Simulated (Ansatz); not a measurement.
**H interstitial (zinc-blende CdTe host)**

Calculation: PBE, PAW (plane waves to 420 eV; Ansatz, a program for electronic structure). Cell: 64 sites, 2×2×2 repeats of a cell of 8 atoms; final energies on a 2×2×2 shifted mesh. Site at the start: void with 4Te nearest. Finite-size correction: monopole term and site-potential alignment. Dielectric constants: PBE linear response of the host. Host gap at this level: 0.58 eV. A cell of this size leaves errors of a few tenths of an eV. Levels are measured in PBE's own, too narrow, gap. Spin–orbit coupling is left out, which matters for these heavy elements. Each state is the lowest found from its start.

The name describes the start; the neighbours show where the atoms ended.

Charges with a result: +1, 0, −1. Others weren't obtained, and one of them could lie lower, also by skipping a charge.

```csv
charge,moment (μB),largest move off a lattice site (Å),neighbours of the last H atom of the defect at the end (Å),image correction with alignment (eV)
+1,not spin-polarised,0.69,"Te 1.68, Cd 3.11, Cd 3.11, Cd 3.11, Te 3.26, Te 3.26, Te 3.26",0.11
0†,quenched,0.67,"Te 1.68, Cd 3.09, Cd 3.10, Cd 3.10, Te 3.27, Te 3.27, Te 3.27",0.01
−1†,not spin-polarised,0.69,"Te 1.68, Cd 3.09, Cd 3.10, Cd 3.10, Te 3.26, Te 3.27, Te 3.27",0.03
```

† Not settled in this cell, so no level is given: charge 0: a level filled in part, carriers not clearly localised, level within 0.1 eV of a band edge or past it; charge −1: carriers not clearly localised, level within 0.1 eV of a band edge or past it.

Starting moments that weren't kept: charge 0 began with 1 μB and ended with 0.0.

Not the lowest form: the same atoms on another site or from another start ended lower, by 0.16 eV at charge +1; by 0.17 eV at charge 0; by 0.38 eV at charge −1.

Flagged in the runs: a strain field that reaches the edge of the cell.
